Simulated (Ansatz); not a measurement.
For AuAl2 (model structure, started from the MoSi2 type, I4/mmm, No. 139, 3 atoms in the cell), LDA in Ansatz (plane waves, PAW) gives:

```
Property                              Result
------------------------------  ------------
equilibrium lattice constant a       3.590 Å
c axis length                        7.592 Å
bulk modulus                         107 GPa
cohesive energy                 4.35 eV/atom
```

Question: What does r²SCAN in Ansatz (PAW) give for the same quantities?

Answer: 
- lattice constant a: 3.637 Å (increases by 1.3 %)
- lattice parameter c: 7.656 Å (grows by 0.8 %)
- bulk modulus: 97.1 GPa (falls by 9.3 %)
- cohesive energy: 3.71 eV/atom (shrinks by 0.64 eV/atom)

Changes are worked out from the printed values.

Unless a cell is named, each level is at its own relaxed cell (LDA 16.31, r²SCAN 16.88 Å³/atom).

Levels without +SOC leave out spin–orbit coupling, which shifts energies and cells of such heavy elements.

Caveats: the bulk modulus is −V dP/dV from two relaxed cells at ±2 % in volume (LDA, r²SCAN). Ansatz's density-functional and Hartree–Fock values are scalar-relativistic unless marked +SOC, with PAW data made under PBE.

A model structure was made by putting elements into a prototype or built by hand; it is no filed structure, need not be a known phase, and can be a saddle point held by its symmetry.

Ansatz is a first-principles code.
